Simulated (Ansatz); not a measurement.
Consider the following.

End structure of a constructed model of the (110) surface of bcc Ta, a pseudomorphic layer of Cu in the host's stacking (bottom of the slab: a bare face, its two planes held):

```xyz
7
Lattice="2.8744 0.0000 0.0000 -0.9581 2.7100 0.0000 0.0000 0.0000 30.5000" Properties=species:S:1:pos:R:3 pbc="T T T"
Ta     0.9581     1.3550     8.0499
Ta     0.0000     0.0000    10.3968
Ta     0.9581     1.3550    12.7263
Ta     0.0000     0.0000    15.0840
Ta     0.9581     1.3550    17.4251
Ta     0.0000     0.0000    19.7358
Cu     0.9581     1.3550    21.7411
```

Slab: 7 atoms, 14.4 Å thick at the start; k 14x14x1, smearing 0.1 eV, dipole-corrected; single point; on the structure that PBE left under its start's symmetry; no spin, no spin-orbit, no U. It is one candidate, not shown to be the stable structure of the face.

Question: What is the computed work function of the top face (r2SCAN, at the PBE geometry (Ansatz, a first-principles code))?

Answer: 3.70 eV
